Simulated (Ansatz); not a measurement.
## TiRh3: uniaxial strain ε_xx = +5.18 %

Consider TiRh3 in the Cu3Au type structure (space group Pm-3m, No. 221; a = 3.8007 Å; relaxed with 0.1 eV smearing). Axes: x, y, z lie along the cube axes.

The change: uniaxial strain ε_xx = +5.18 %, all other strain components held at zero; the atoms relax in the strained cell.

Level of theory: PBEsol (Ansatz, a program for electronic structure, PAW, spin-orbit coupling left out). k-mesh 15×15×15 (Γ-centred); smearing 0.1 eV (Fermi–Dirac).

| quantity | base | changed | shift |
|---|---|---|---|
| space group | Pm-3m (No. 221) | P4/mmm (No. 123) | – |
| shortest interatomic distance | 2.688 Å | 2.688 Å | 0.000 Å |
| energy relative to the base (free energy F) | 0 meV/atom | +40 meV/atom | +40 meV/atom |
| pressure (mean of the normal stresses, compression positive) | 0.0 GPa | -11.3 GPa | -11.3 GPa |
| band gap | zero | zero | – |
| stress (xx, yy, zz, yz, xz, xy; compression positive) | – | (-16.9, -8.5, -8.5, 0.0, 0.0, 0.0) GPa | – |

No phonon test of stability was made. The final runs are not spin-polarised.
